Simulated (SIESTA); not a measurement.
Input and output of a self-consistent single point for VAg₃HgO₄ (P1, 9 atoms in the cell) (SIESTA).

Level of theory: GGA PBEsol, numerical atomic orbitals DZ, PseudoDojo PBEsol standard norm-conserving potentials (rewritten from UPF to PSML) in SIESTA.

```xyz
9
Lattice="4.7630 0.0000 0.0000 2.3332 5.5247 0.0000 2.3273 -0.0347 5.5553" Properties=species:S:1:pos:R:3 pbc="T T T"
V      4.6455     5.4846     5.5235
Ag     7.2414     3.2688     4.1076
Ag     4.5563     4.0786     2.2775
Ag     4.5654     1.4225     3.3182
Hg     2.5627     2.2411     1.5401
O      6.0626     1.3354     5.0888
O      6.0879     4.1354     0.4050
O      0.9705     0.4285     1.3582
O      5.6620     5.0551     4.1576
```

Reference input (self-consistent single point, DFT, GGA PBEsol, numerical atomic orbitals DZP, PseudoDojo PBEsol standard norm-conserving potentials (rewritten from UPF to PSML)): XC.functional = GGA; XC.authors = PBEsol; potentials = PseudoDojo PBEsol standard; PAO.BasisSize = DZP; PAO.EnergyShift = 0.01 Ry; MeshCutoff = 400 Ry; kgrid.MonkhorstPack = 4 3 3; OccupationFunction = FD; ElectronicTemperature = 10 K; MaxSCFIterations = 150; SCF.Mixer.Method = Pulay; SCF.Mixer.Weight = 0.1. This run's input differs from it in these lines:

```diff
@@ -33,3 +33,3 @@
 XC.authors                   PBEsol
-PAO.BasisSize                DZP
+PAO.BasisSize                DZ
 PAO.EnergyShift              0.01 Ry
```

The program printed (abridged):

```
        iscf     Eharris(eV)        E_KS(eV)     FreeEng(eV)     dDmax    Ef(eV) dHmax(eV)
   scf:    1   -20438.462167   -20780.068599   -20780.068619  2.009399 -0.823735 73.176926
   scf:    2   -20954.097498   -20932.596743   -20932.596743  1.792568 -1.692464 21.986546
   scf:    3   -20963.297610   -20949.851255   -20949.851255  0.158279 -2.757281 11.220745
   scf:    4   -20936.358219   -20953.189240   -20953.189240  0.298539 -2.604808 13.578208
   scf:    5   -20949.678944   -20951.482404   -20951.482404  0.022588 -2.598059 15.445075
   [... 14 lines left out ...]
   scf:   20   -20959.779793   -20959.779793   -20959.779793  0.000060 -2.595571  0.000323
   scf:   21   -20959.779793   -20959.779793   -20959.779793  0.000010 -2.595671  0.000325
   scf:   22   -20959.779793   -20959.779793   -20959.779793  0.000069 -2.595445  0.000040
   scf:   23   -20959.779793   -20959.779793   -20959.779793  0.000000 -2.595449  0.000035
SCF Convergence by DM+H criterion
max |DM_out - DM_in|         :     0.0000004400
max |H_out - H_in|      (eV) :     0.0000347438
SCF cycle converged after 23 iterations

Using DM_out to compute the final energy and forces

siesta: E_KS(eV) =           -20959.7798

siesta: E_KS - E_eggbox =    -20959.7798

siesta: Atomic forces (eV/Ang):
     1    0.017476   -0.124791   -0.162522
     2   -0.129121    0.265153    0.306371
     3    0.119289    0.390670   -0.129977
     4    0.185660   -0.355384    0.291015
     5    0.019400   -0.228106   -0.288380
     6    0.083346   -0.179363    0.091309
     7    0.198745    0.126921   -0.072442
     8   -0.183074    0.066861   -0.256492
     9   -0.310819    0.028682    0.231365
   Tot    0.000902   -0.009357    0.010247
   Max    0.390670
   Res    0.206465    sqrt( Sum f_i^2 / 3N )
   [... lines left out ...]
siesta: FreeEng =    -20959.779793
   [... lines left out ...]
siesta:     0.106613    0.000345    0.001251
siesta:     0.000345    0.109179    0.000749
siesta:     0.001251    0.000749    0.110195

siesta: Cell volume =        146.180808 Ang**3

siesta: Pressure (static):
siesta:                Solid            Molecule  Units
siesta:          -0.00118348         -0.00126321  Ry/Bohr**3
siesta:          -0.10866235         -0.11598297  eV/Ang**3
siesta:        -174.09627113       -185.82520167  kBar
```

The run converged in 23 iterations. Against the reference run the pressure goes from -11.13 to -17.41 GPa, the largest force goes from 0.639 to 0.495 eV/Å and the gap on the mesh goes from 1.468 to 1.554 eV.

The starting cell comes from a database of computed structures (which also holds hypothetical and non-ambient phases and stackings), without a prior relaxation at this level. Spin-orbit coupling is off. Values carry the incompleteness of an atom-centred basis.

Cost on one core of a shared machine: roughly 2 min.
